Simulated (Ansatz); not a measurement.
Results of LDA (plane waves, PAW; Ansatz, a program for electronic structure) for SiO2 (model structure, started from the brookite type, Pbca, No. 61, 24 atoms in the cell).

Numerical settings: plane-wave cutoff 520 eV, 8×4×8 k mesh (along the axes of the cell as run), Fermi–Dirac smearing 0.01 eV, scalar-relativistic PAW data made under PBE.

Cell (relaxed at this level):

O2Si is modelled in the orthorhombic space group Pbca (No. 61), Pearson symbol oP24. Conventional cell: a = 4.653 Å, b = 8.229 Å, c = 4.957 Å, α = β = γ = 90.00°. Si on 8c is coordinated by 6 O at 1.743–1.804 Å. O1 on 8c is surrounded by 3 Si at 1.743–1.767 Å. O2 on 8c is coordinated by 3 Si at 1.758–1.804 Å (trigonal planar). (Neighbours: up to the widest gap in distance over summed covalent radii, below 1.35, at either atom.)

Q: Give the computed band gap.

A: 
band gap: 6.16 eV (on the SCF k mesh)

Note: the relaxation could raise the start's symmetry but not lower it, so the cell can be a saddle point.

The result took about 21 core-minutes (a rough figure).

A model structure was made by putting elements into a prototype or built by hand; it is no filed structure, need not be a known phase, and can be a saddle point held by its symmetry.
